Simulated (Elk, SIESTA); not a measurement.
A SIESTA input for a self-consistent single point of RbCl (Fm-3m, 2 atoms in the cell) (DFT, LDA PW92, numerical atomic orbitals DZP, PseudoDojo LDA standard norm-conserving potentials (rewritten from UPF to PSML)):

```
# files in the folder: Rb.psml Cl.psml (PseudoDojo LDA standard)
SystemName  RbCl
SystemLabel siesta

NumberOfAtoms                2
NumberOfSpecies              2
%block ChemicalSpeciesLabel
  1 37 Rb
  2 17 Cl
%endblock ChemicalSpeciesLabel
LatticeConstant              1.0 Bohr
%block LatticeVectors
     0.000000000    6.217198950    6.217198950
     6.217198950    0.000000000    6.217198950
     6.217198950    6.217198950    0.000000000
%endblock LatticeVectors
AtomicCoordinatesFormat      Ang
%block AtomicCoordinatesAndAtomicSpecies
     0.000000000    0.000000000    0.000000000  1
     3.290000000    3.290000000    3.290000000  2
%endblock AtomicCoordinatesAndAtomicSpecies

XC.functional                LDA
XC.authors                   PW92
PAO.BasisSize                DZP
PAO.EnergyShift              0.01 Ry
MeshCutoff                   350 Ry
%block kgrid.MonkhorstPack
    9   0   0  0.0
    0   9   0  0.0
    0   0   9  0.0
%endblock kgrid.MonkhorstPack
OccupationFunction           FD
ElectronicTemperature        0.05 eV

MaxSCFIterations             150
SCF.Mixer.Method             Pulay
SCF.Mixer.Weight             0.25
SCF.Mixer.History            6
SCF.DM.Tolerance             1.0E-05
Diag.ParallelOverK           true
WriteForces                  true
```

Question: Translate this input to Elk.

Answer: One input that does it (others would too):

```
tasks
  0

xctype
  3

rgkmax
  7.5

gmaxvr
  14.0

nxlo
  2

lorbcnd
  .true.

lmaxi
  3

stype
  3

swidth
  0.00183747

scale
  1.889726125

avec
    0.0000000000    3.2900000000    3.2900000000
    3.2900000000    0.0000000000    3.2900000000
    3.2900000000    3.2900000000    0.0000000000

atoms
  2   : nspecies
  'Rb.in'   : spfname
  1   : natoms; atposl, bfcmt below
  0.0000000000  0.0000000000  0.0000000000    0.0 0.0 0.0
  'Cl.in'   : spfname
  1   : natoms; atposl, bfcmt below
  0.5000000000  0.5000000000  0.5000000000    0.0 0.0 0.0

ngridk
  9 9 9
```

Basis, cutoffs, solver keys and any potentials are the target program's own. This input uses DFT, LDA (PW92), all-electron FP-LAPW, Elk's shipped species files, APW+lo basis with extra local orbitals. LDA parametrisations can differ slightly between programs. Both were run: gap on the mesh 4.360 eV in SIESTA and 4.554 in Elk.

On SIESTA: the starting cell has typed, rounded lattice constants, without a prior relaxation at this level. Values carry the incompleteness of an atom-centred basis. The basis of the alkali or alkaline-earth atoms may lack their empty d shell, which can raise the gap.

On Elk: the starting cell has typed, rounded lattice constants, without a prior relaxation at this level. Values depend on the basis (sphere radii, cutoffs, local orbitals), which need not be converged.
